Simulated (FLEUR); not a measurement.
Band structure of CrB (I4_1/amd, 8 atoms in the cell).

```yaml
crystal:
  lattice:
    - [-1.45024, 1.45024, 7.80152]
    - [1.45024, -1.45024, 7.80152]
    - [1.45024, 1.45024, -7.80152]
  atoms:
    - { symbol: Cr, position: [0.19757, 0.19757, 0.00000] }
    - { symbol: Cr, position: [0.94757, 0.44757, 0.50000] }
    - { symbol: Cr, position: [0.55243, 0.05243, 0.50000] }
    - { symbol: Cr, position: [0.80243, 0.80243, 0.00000] }
    - { symbol: B, position: [0.34227, 0.34227, 0.00000] }
    - { symbol: B, position: [0.09227, 0.59227, 0.50000] }
    - { symbol: B, position: [0.40773, 0.90773, 0.50000] }
    - { symbol: B, position: [0.65773, 0.65773, 0.00000] }
```

Level of theory: PBEsol, all-electron FLAPW (FLEUR), scalar-relativistic valence.

Settings: Kmax = 3.9 1/bohr; GmaxXC = 15.6 1/bohr; xcFunctional = PBEs; jspins = 1; l_soc = F; mode = hist; fermiSmearingEnergy = 0.00183747 Htr; mesh (inpgen div1-3) = 7 7 7; inpgen gamma flag = false; Gmax = 15.6 1/bohr; numbands = 0; maxIterBroyd = 15; imix = Anderson; alpha = 0.05.

The starting cell comes from a database of computed structures (which also holds hypothetical and non-ambient phases and stackings), without a prior relaxation at this level. Spin polarisation is off. Values depend on the basis (sphere radii, cutoffs, local orbitals), which need not be converged.

Levels in eV from the Fermi level, bands 31 to 38:
```json
[
 {"point": "Γ", "31": "-0.67", "32": "-0.63", "33": "-0.63", "34": "-0.33", "35": "0.03", "36": "0.03", "37": "0.21", "38": "0.34"},
 {"point": "X", "31": "-2.47", "32": "-2.47", "33": "0.92", "34": "0.92", "35": "0.96", "36": "0.96", "37": "0.97", "38": "0.97"},
 {"point": "Y", "31": "-2.47", "32": "-2.47", "33": "0.90", "34": "0.90", "35": "0.96", "36": "0.96", "37": "0.97", "38": "0.97"},
 {"point": "S", "31": "-1.93", "32": "-1.19", "33": "-1.05", "34": "-0.93", "35": "0.21", "36": "0.24", "37": "0.69", "38": "0.96"},
 {"point": "Z", "31": "-0.61", "32": "-0.61", "33": "-0.53", "34": "-0.53", "35": "0.40", "36": "0.40", "37": "0.48", "38": "0.48"},
 {"point": "S1", "31": "-1.93", "32": "-1.19", "33": "-1.05", "34": "-0.93", "35": "0.21", "36": "0.24", "37": "0.69", "38": "0.96"},
 {"point": "N", "31": "-1.97", "32": "-1.31", "33": "-0.93", "34": "-0.71", "35": "-0.20", "36": "0.48", "37": "0.75", "38": "0.80"},
 {"point": "P", "31": "-2.47", "32": "-2.47", "33": "0.93", "34": "0.93", "35": "0.96", "36": "0.96", "37": "0.97", "38": "0.97"},
 {"point": "Y1", "31": "-2.47", "32": "-2.47", "33": "0.90", "34": "0.90", "35": "0.96", "36": "0.96", "37": "0.97", "38": "0.97"}
]
```
